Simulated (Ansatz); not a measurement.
## ZnO: uniaxial strain ε_zz = −3.00 %

The parent structure is ZnO in the wurtzite structure (space group P6_3mc, No. 186; a = 3.230 Å, c = 5.214 Å). Axes: x lies along a and z along c of the hexagonal cell.

Perturbation: uniaxial strain ε_zz = −3.00 %, all other strain components held at zero, atoms relaxed at fixed cell.

Computed with Kohn–Sham DFT with the PBEsol functional, run in Ansatz (a quantum-chemistry and plane-wave program) with PAW and 420 eV plane waves, scalar-relativistic without spin-orbit coupling. k-mesh 12×12×7 (Γ-centred); smearing 0.05 eV (Fermi–Dirac).

| quantity | base | changed | shift |
|---|---|---|---|
| volume per atom | 11.78 Å³ | 11.42 Å³ | -0.353 Å³ |
| space group | P6_3mc (No. 186) | P6_3mc (No. 186) | – |
| shortest interatomic distance | 196.9 pm | 195.0 pm | -1.9 pm |
| energy relative to the base (free energy F) | 0 meV/atom | +7.1 meV/atom | +7.1 meV/atom |
| pressure (mean of the normal stresses, compression positive) | 0.00 GPa | 4.59 GPa | +4.59 GPa |
| band gap | 0.70 eV | 0.78 eV | +0.08 eV |
| gap character | direct at Γ | direct at Γ | – |
| width of the top valence band | 1.83 eV | 1.94 eV | +0.11 eV |
| electron mass | 0.13 mₑ (at Γ) | 0.15 mₑ along z, 0.14 mₑ across (at Γ) | – |
| valence-band top at Γ (three highest levels, from the VBM) | 0.00, 0.00, -0.10 eV | 0.00, 0.00, -0.12 eV | – |
| stress (xx, yy, zz, yz, xz, xy; compression positive) | – | (3.67, 3.67, 6.43, 0.00, 0.00, 0.00) GPa | – |

Final structure:

```
ZnO
1.0
    3.22996     0.00000     0.00000
   -1.61498     2.79723     0.00000
    0.00000     0.00000     5.05795
Zn O
2 2
Cartesian
  0.00000   1.86482  -0.01414
  1.61498   0.93241   2.51483
  0.00000   1.86482   1.94628
  1.61498   0.93241   4.47525
```

Effective masses come from finite differences of ±0.01 Å⁻¹. Whether these cells are dynamically stable was not tested.
